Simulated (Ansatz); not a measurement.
Take NaI in the rock salt structure (space group Fm-3m, No. 225; a = 6.528 Å) as the base.

Level of theory: PBE, PAW, 420 eV (Ansatz, a quantum-chemistry and plane-wave program; without spin-orbit coupling).

Base values:

```
Quantity                          Value
-------------  ------------------------
Band gap                        3.58 eV
Electron mass            0.27 mₑ (at Γ)
Hole mass      0.39, 1.7, 1.7 mₑ (at Γ)
```

Modification: every lattice vector is shortened by 2.50 %; the atoms relax in the strained cell.

### Question
Estimate the effect on the band gap, electron mass and hole mass.

### Answer
The band gap goes up by 0.207 eV (3.58 eV → 3.78 eV); the electron mass changes from 0.27 mₑ (at Γ) to 0.26 mₑ (at Γ); the hole mass (degenerate bands, along [100]) goes from 0.39, 1.7, 1.7 mₑ (at Γ) to 0.36, 1.5, 1.5 mₑ (at Γ).

With I present, leaving out spin-orbit coupling can change the band edges. Masses are band curvatures over ±0.01 Å⁻¹ around the edge. Stability against distortions was not tested.
